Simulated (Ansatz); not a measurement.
We consider BGeCN (model structure, started from the AlSiCN type, R3m, No. 160, 4 atoms in the cell), described by PBEsol (Ansatz, a first-principles code, PAW).

Numerical settings: plane-wave cutoff 520 eV, 20×20×20 k mesh, Fermi–Dirac smearing 0.05 eV, scalar-relativistic PAW data made under PBE.

Cell (relaxed at this level):

```cif
data_C3B3Ge3N3
_chemical_formula_sum 'B3 N3 Ge3 C3'
_space_group_name_H-M_alt 'R3m :H'
_space_group_IT_number 160
_space_group_name_Hall 'R 3 -2"'
_cell_length_a 2.91980
_cell_length_b 2.91980
_cell_length_c 14.34525
_cell_angle_alpha 90.000
_cell_angle_beta 90.000
_cell_angle_gamma 120.000
loop_
_atom_site_label
_atom_site_type_symbol
_atom_site_symmetry_multiplicity
_atom_site_Wyckoff_symbol
_atom_site_fract_x
_atom_site_fract_y
_atom_site_fract_z
_atom_site_occupancy
B1 B 3 a 0.00000 0.00000 0.99748 1
N1 N 3 a 0.00000 0.00000 0.11171 1
Ge1 Ge 3 a 0.00000 0.00000 0.50453 1
C1 C 3 a 0.00000 0.00000 0.63632 1
```
(The calculation used a cell of 4 atoms; values per cell refer to that cell.)

Q: Give the computed band gap and smallest direct gap on the k points sampled.

A: 
* **band gap**: 0.39 eV (indirect)
* **smallest direct gap on the k points sampled**: 1.27 eV

Note: the relaxation could raise the start's symmetry but not lower it, so the cell can be a saddle point.

Spin–orbit coupling is not included.

The result took about 50 core-seconds (a rough figure).

A model structure was made by putting elements into a prototype or built by hand; it is no filed structure, need not be a known phase, and can be a saddle point held by its symmetry.
